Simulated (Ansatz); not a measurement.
Take Al in the fcc (Cu type) structure (space group Fm-3m, No. 225) as the base.

```xyz
1
Lattice="0.0000 1.9960 1.9960 1.9960 0.0000 1.9960 1.9960 1.9960 0.0000" Properties=species:S:1:pos:R:3 pbc="T T T"
Al     0.0000     0.0000     0.0000
```

All numbers come from Kohn–Sham DFT with the r2SCAN functional, run in Ansatz (a quantum-chemistry and plane-wave program) with PAW and 500 eV plane waves, spin-orbit coupling left out.

For the base:

The lattice parameter a comes out as 3.992 Å.

It is then changed as follows: a hydrostatic pressure of 9 GPa.

Estimate the effect on the lattice parameter a.

The lattice parameter a drops by 0.106 Å, from 3.992 Å to 3.886 Å.

Load acts through the strain it causes; cell and atoms are relaxed under it. Whether these cells are dynamically stable was not tested. Competing high-pressure phases were not computed.
